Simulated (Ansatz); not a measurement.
What isotropic strain +0.50 % does to K

The reference is K in the bcc (W type) structure (space group Im-3m, No. 229; a = 5.2146 Å; relaxed with 0.1 eV smearing).

It is then changed as follows: the cell is scaled by 1.0050 in all directions, atoms relaxed at fixed cell.

All numbers come from Ansatz (a first-principles code), PBEsol, PAW, cutoff 420 eV, without spin-orbit coupling. Settings: 18×18×18 k-points, 0.1 eV Fermi–Dirac smearing.

```csv
quantity,base,changed,shift
volume per atom,70.90 Å³,71.97 Å³,+1.07 Å³
space group,Im-3m (No. 229),Im-3m (No. 229),–
energy relative to the base (free energy F),0 meV/atom,+0.1 meV/atom,+0.1 meV/atom
pressure,0.0 GPa,0.0 GPa,-0.05 GPa
band gap,zero,zero,–
```

Final structure:

```xyz
1
Lattice="-2.6203 2.6203 2.6203 2.6203 -2.6203 2.6203 2.6203 2.6203 -2.6203" Properties=species:S:1:pos:R:3 pbc="T T T"
K      0.0000     0.0000     0.0000
```

Whether these cells are dynamically stable was not tested.
